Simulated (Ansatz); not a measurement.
The reference is Ti3Al (space group P6_3/mmc, No. 194).

```yaml
crystal:
  lattice:
    - [5.74712, 0.00000, 0.00000]
    - [-2.87356, 4.97715, 0.00000]
    - [0.00000, 0.00000, 4.63151]
  atoms:
    - { symbol: Ti, position: [0.82982, 0.65965, 0.25000] }
    - { symbol: Ti, position: [0.17018, 0.82982, 0.75000] }
    - { symbol: Ti, position: [0.34035, 0.17018, 0.25000] }
    - { symbol: Ti, position: [0.17018, 0.34035, 0.75000] }
    - { symbol: Ti, position: [0.82982, 0.17018, 0.25000] }
    - { symbol: Ti, position: [0.65965, 0.82982, 0.75000] }
    - { symbol: Al, position: [0.33333, 0.66667, 0.25000] }
    - { symbol: Al, position: [0.66667, 0.33333, 0.75000] }
```

Cartesian axes are those of the cell as printed.

The values are results of r2SCAN (Ansatz, a program for electronic structure), no spin-orbit coupling, not measurements.

Strains are applied to the cell and any free atomic positions relax; under biaxial strain the out-of-plane vector relaxes too.

One change was made to it. Results:

```csv
quantity,base,after
"pressure (mean of the normal stresses, compression positive)",0.0 GPa,8.9 GPa
energy relative to the base (free energy F),0 meV/atom,+54 meV/atom
volume per atom,16.56 Å³,15.51 Å³
```

Q: Name the change that was made.
A) isotropic strain −3.43 %
B) uniaxial strain ε_yy = −1.31 %
C) strain tensor (xx, yy, zz, yz, xz, xy) = (+0.54, +0.55, +2.09, −0.54, +2.08, +0.13) %
D) biaxial strain −4.25 %, plane normal [001], relaxed out of plane
E) biaxial strain +1.34 %, plane normal [001], relaxed out of plane

A: D, biaxial strain −4.25 %, plane normal [001], relaxed out of plane. For comparison, the energy relative to the base in the other runs: isotropic strain −3.43 % gives +73 meV/atom; biaxial strain +1.34 %, plane normal [001], relaxed out of plane gives +4.6 meV/atom; uniaxial strain ε_yy = −1.31 % gives +1.8 meV/atom; strain tensor (xx, yy, zz, yz, xz, xy) = (+0.54, +0.55, +2.09, −0.54, +2.08, +0.13) % gives +13 meV/atom.

Whether these cells are dynamically stable was not tested. The final runs are not spin-polarised.
